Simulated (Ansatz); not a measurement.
The starting structures come from a database of crystals and need not be the phases stable at ambient conditions.

Tunnelling through a barrier is set by its complex band structure: the current falls as exp(−2κd) with the smallest κ.

```yaml
crystal:
  lattice:
    - [4.35884, 0.00000, 0.00000]
    - [0.00000, 8.40480, 0.00000]
    - [0.00000, 0.00000, 10.09060]
  atoms:
    - { symbol: Sn, position: [0.25000, 0.15153, 0.35244] }
    - { symbol: Sn, position: [0.75000, 0.84847, 0.64756] }
    - { symbol: Sn, position: [0.75000, 0.34847, 0.85244] }
    - { symbol: Sn, position: [0.25000, 0.65153, 0.14756] }
    - { symbol: I, position: [0.25000, 0.49238, 0.66917] }
    - { symbol: I, position: [0.75000, 0.50762, 0.33083] }
    - { symbol: I, position: [0.75000, 0.00762, 0.16917] }
    - { symbol: I, position: [0.25000, 0.99238, 0.83083] }
    - { symbol: Cl, position: [0.75000, 0.14664, 0.55301] }
    - { symbol: Cl, position: [0.25000, 0.85336, 0.44699] }
    - { symbol: Cl, position: [0.25000, 0.35336, 0.05301] }
    - { symbol: Cl, position: [0.75000, 0.64664, 0.94699] }
```

The cell was relaxed by PBE-D3(BJ); by r2SCAN it stands under a pressure of 0.8 GPa.

Transport runs along the normal of the first two printed cell vectors.

No gap correction and no spin-orbit coupling; mid-gap is the computed energy nearest the middle.

Compute, with r2SCAN (Ansatz, an electronic-structure program), the band gap and the smallest decay constant κ at mid-gap.

Gap 2.70 eV on a 8×4×4 mesh; κ = 0.279 1/Å, at (0.500, 0.000) of the in-plane reciprocal vectors. At the zone centre the slowest state has κ = 0.28 1/Å.
